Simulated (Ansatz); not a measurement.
BAs (F-43m), Ansatz (a first-principles code) with HSE06, rigid bands: N_c = 3.30e19 cm⁻³ at 300 K and an electron conductivity mass of 0.289 mₑ.

Question: For 1e17 electrons per cm³ at 300 K, place the Fermi level, estimate the Seebeck coefficient of a parabolic band with constant τ, and give mobility and conductivity for τ = 20 fs.

Answer: The level lies k_BT ln(N_c/n) = 0.150 eV below the conduction-band minimum. S ≈ −(k_B/e)[ln(N_c/n) + 5/2] = -715 μV/K, against -710 μV/K from the full bands (mean over directions). μ = eτ/m = 122 cm²/(V·s) and σ = neμ = 1.95 S/cm. τ is assumed, not computed.

Band transport and this doping are assumed; polarons and phonon drag are left out. Spin-orbit coupling is left out. Geometry: cell and atoms relaxed with PBEsol.
